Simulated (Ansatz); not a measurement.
For Zn₈Cu₅ (I-43m, No. 217), PBEsol in Ansatz (plane waves, PAW) gives:

```
Property                     Value
------------------  --------------
lattice constant a         8.700 Å
bulk modulus B0            128 GPa
cohesive energy       2.66 eV/atom
formation enthalpy  -0.120 eV/atom
```

**Question.** What does r²SCAN in Ansatz (plane waves, PAW) give for the same quantities?

**Answer.** 
- lattice constant a: 8.736 Å (grows by 0.4 %)
- bulk modulus: 125 GPa (decreases by 2.3 %)
- cohesive energy: 2.53 eV/atom (shrinks by 0.13 eV/atom)
- formation enthalpy: -0.123 eV/atom (moves by -0.003 eV/atom)

Changes are worked out from the printed values.

Unless a cell is named, each level is at its own relaxed cell.

Ansatz's density-functional and Hartree–Fock values are scalar-relativistic unless marked +SOC, with PAW data made under PBE.

Ansatz is a program for electronic structure.
